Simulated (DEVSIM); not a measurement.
Structure: Si n-i-p diode, at 350 K.

Layer 1 from the left is Si, thickness (μm) 0.860, Nd (cm⁻³) 1.3e19, τn (s) 0.00048, τp (s) 0.00048. Layer 2 from the left is Si, thickness (μm) 0.620, Na (cm⁻³) 4.7e12, τn (s) 0.00048, τp (s) 0.00048. Layer 3 from the left is Si, thickness (μm) 0.550, Na (cm⁻³) 1.4e19, τn (s) 0.00048, τp (s) 0.00048.

Left contact: ohmic. Right contact: ohmic. Voltage is applied to the left contact. Recombination: SRH at mid-gap, radiative. Mobility is constant in doping.

This is a model device: material constants are rounded textbook-type values typed into the input, and sizes, dopings and lifetimes were drawn at random. Values at 300 K; Nc and Nv go as T^1.5, mobilities as T to minus their exponent, the gap by Varshni's rule with the affinity fixed.

Si: gap (eV) 1.124, affinity (eV) 4.05, permittivity 11.7, Nc (cm⁻³) 2.86e19, Nv (cm⁻³) 3.1e19, μn (cm²/Vs) 1417, μp (cm²/Vs) 470, T exponent of μn 2.3, T exponent of μp 2.2, B (cm³/s) 4.7e-15, Varshni α (eV/K) 0.000473, Varshni β (K) 636.

Model (solved in DEVSIM): 1D drift-diffusion, Boltzmann statistics, complete ionisation; no tunnelling, impact ionisation, image-force lowering or self-heating.

### Question
What does the simulation give for the dark forward voltage at 1 A/cm², the potential step across the device at zero bias, the dark forward voltage at 100 A/cm²?

### Answer
dark forward voltage at 1 A/cm² 0.622 V; potential step across the device at zero bias 1.049 V; dark forward voltage at 100 A/cm² 0.761 V.
